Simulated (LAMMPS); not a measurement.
LAMMPS 22 Jul 2025, classical MD, MEAM (library.meam): Si, 1728 atoms.

```
Property                                                                                      Result
-----------------------------------------------  ---------------------------------------------------
task                                                                                         MD, nve
potential                                                                         MEAM, library.meam
copies of the repeat unit                                                                      6×6×6
shape (slab and sphere leave vacuum in the box)                                                 bulk
steps                                                                                           2000
timestep                                                                                        1 fs
thermo                                                                                            50
newton                                                                                  on (default)
atom_modify sort (bins of 2 Å where set)                                              1000 (default)
comm_style                                                                           brick (default)
box                                                                             32.6 × 32.6 × 32.6 Å
start                                            generated diamond lattice, warmed in an untimed run
```

All runs start from one configuration, warmed at this fixed volume for 1000 steps under a thermostat at 600 K. The run at a skin of 2 Å has a mean temperature of 585 K and a mean pressure of 1.9 GPa.

Single runs; times are not shown.

With neigh_modify every 1 delay 0 check yes, skins of 0.1, 0.3, 0.5, 1, 1.5, 2, 3 Å were run. Further schedules:
- skin 1 Å, every 20 delay 0 check no
- skin 1 Å, every 100 delay 0 check no
- skin 2 Å, every 100 delay 0 check no
- skin 0.3 Å, every 10 delay 0 check yes
- skin 0.3 Å, every 1 delay 10 check yes
- skin 2 Å, every 1 delay 10 check yes
- skin 2 Å, every 10 delay 0 check yes

A schedule rebuilds too seldom if it shows a dangerous build, rebuilds less often than the check at every step does at that skin, or fails.

Name the settings that rebuild less often than the motion of the atoms asks.

With the check at every step the rebuilds are 638 at 0.1 Å, 217 at 0.3 Å, 123 at 0.5 Å, 38 at 1 Å, 0 at 1.5 Å, 0 at 2 Å, 0 at 3 Å. Too seldom: skin 1 Å, every 100 delay 0 check no; skin 0.3 Å, every 10 delay 0 check yes; skin 0.3 Å, every 1 delay 10 check yes.

```
setting                                 rebuilds  dangerous builds  list entries an atom  change of the total energy (meV/atom)
--------------------------------------  --------  ----------------  --------------------  -------------------------------------
skin 0.1 Å, every 1 delay 0 check yes        638                 —                  16.0                                +0.0022
skin 0.3 Å, every 1 delay 0 check yes        217                 —                  16.3                                +0.0022
skin 0.5 Å, every 1 delay 0 check yes        123                 —                  21.7                                +0.0022
skin 1 Å, every 1 delay 0 check yes           38                 —                  28.0                                +0.0022
skin 1.5 Å, every 1 delay 0 check yes          0                 —                  32.4                                +0.0022
skin 2 Å, every 1 delay 0 check yes            0                 —                  43.4                                +0.0022
skin 3 Å, every 1 delay 0 check yes            0                 —                  74.9                                +0.0022
skin 1 Å, every 20 delay 0 check no          100       not counted                  28.0                                +0.0022
skin 1 Å, every 100 delay 0 check no          20       not counted                  28.0                                +0.0022
skin 2 Å, every 100 delay 0 check no          20       not counted                  43.4                                +0.0022
skin 0.3 Å, every 10 delay 0 check yes       197               194                  16.3                                +0.0022
skin 0.3 Å, every 1 delay 10 check yes       199               195                  16.3                                +0.0022
skin 2 Å, every 1 delay 10 check yes           0                 0                  43.4                                +0.0022
skin 2 Å, every 10 delay 0 check yes           0                 0                  43.4                                +0.0022
```

Where the energy changes as in the checked runs, the late rebuilds cost nothing that shows in this run. List entries are as LAMMPS prints them (Ave neighs/atom).
